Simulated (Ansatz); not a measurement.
## HfS2: pressure series

The parent structure is HfS₂ in the CdI2 type structure (space group P-3m1, No. 164; a = 3.606 Å, c = 5.768 Å; layered, stacked along the Cartesian z axis).

Cell and atoms are relaxed at each pressure.

Level of theory: Kohn–Sham DFT with the PBE-D3(BJ) functional, run in Ansatz (a program for electronic structure) with PAW and 420 eV plane waves, no spin-orbit coupling.

```csv
variant,c/a ratio,gap character,lattice parameter a
base,1.600,"indirect, Γ → L",3.606 Å
pressure −1 GPa,1.637,"indirect, k = (0, 0.091, 0) in the run's primitive reciprocal basis → L",3.624 Å
pressure 0.3 GPa,1.592,"indirect, Γ → L",3.600 Å
pressure 0.7 GPa,1.584,"indirect, Γ → L",3.594 Å
pressure 1.5 GPa,1.571,"indirect, Γ → L",3.581 Å
pressure 3 GPa,1.555,"indirect, Γ → L",3.558 Å
pressure 5 GPa,1.542,"indirect, Γ → L",3.531 Å
pressure 7.5 GPa,1.533,"indirect, Γ → L",3.499 Å
pressure 10 GPa,1.528,–,3.469 Å
```

The mesh was chosen for an insulator and is coarse for the gapless case. Spin-orbit coupling, missing from the scalar runs, can matter with Hf. Load acts through the strain it causes; cell and atoms are relaxed under it. No phonon test of stability was made. No other phases were tried under pressure. All final runs are without spin polarisation.
